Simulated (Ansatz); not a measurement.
The starting structures come from a database of crystals and need not be the phases stable at ambient conditions.

 Where the default PAW files enter, the runs use the earlier of Ansatz's two default sets.

Crystal: MgTe(PbO$_{3}$)$_{2}$ (Fm-3m, not sure to be the ambient phase, 10 atoms a cell, 12.9 Å³ an atom, -2 GPa at this level); planes in its conventional cell.

The numbers are results of PBEsol (plane waves, PAW; Ansatz, a program for electronic structure), not measurements.

The gap is the functional's own. No spin-orbit coupling. Mid-gap values are interpolated on the energy grid.

| plane | area of the cell (Å²) | mid-gap κ (1/Å) | largest κ in the gap (1/Å) |
|---|---|---|---|
| (111) | 27.8 | 0.26 | 0.26 |
| (001) | 32.1 | … | … |
| (110) | 45.4 | … | … |

Question: The slowest decay depends on the direction. Supply the withheld values.

Answer: 
- (001), mid-gap κ (1/Å): 0.22
- (001), largest κ in the gap (1/Å): 0.22
- (110), mid-gap κ (1/Å): 0.24
- (110), largest κ in the gap (1/Å): 0.24
